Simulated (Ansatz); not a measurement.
For SrMoO₄ (I4₁/a, No. 88, 12 atoms in the cell; start mp-1179149), PBEsol in Ansatz (PAW) gives:

| Item | Value |
|---|---|
| equilibrium lattice constant a | 5.383 Å |
| c axis length | 11.898 Å |

Question: What does r²SCAN (plane waves, PAW; Ansatz, a first-principles code) give for the same quantities?

Answer: 
- lattice constant a: 5.411 Å (grows by 0.5 %)
- lattice parameter c: 11.983 Å (goes up by 0.7 %)

Changes are worked out from the printed values.

Unless a cell is named, each level is at its own relaxed cell (PBEsol 14.36, r²SCAN 14.62 Å³/atom).

Caveats: the relaxation could not lower the start's symmetry, so the cell can be a saddle point above a distorted one (PBEsol, r²SCAN). Ansatz's density-functional and Hartree–Fock values are scalar-relativistic unless marked +SOC, with PAW data made under PBE.

A start named mp-… is a Materials Project structure, which need not be a measured phase.
